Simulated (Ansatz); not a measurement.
Start from GaAs in the zinc blende structure (space group F-43m, No. 216; a = 5.659 Å). Axes: x, y, z lie along the cube axes.

The values are results of Kohn–Sham DFT with the PBEsol functional, run in Ansatz (an electronic-structure program) with PAW and 420 eV plane waves, scalar-relativistic without spin-orbit coupling, not measurements.

Now apply this change: the cell is scaled by 0.9900 in all directions; the atoms relax in the strained cell.

Problem. Predict the stress tensor and what it implies for the stiffness.

Solution. Stress of the strained cell less that of the base (GPa, compression positive):
```
   2.24    0.00    0.00
   0.00    2.24    0.00
   0.00    0.00    2.24
```

Then B = −ΔP/(ΔV/V₀) with ΔV/V₀ = -0.0297 gives secant stiffness values (nonlinear terms included at this strain): B ≈ 75 GPa.

As a check, the harmonic strain energy −½ V₀ Δσ:ε is 4.8 meV/atom; the computed energy rise is 4.6 meV/atom.

Stability against distortions was not tested.
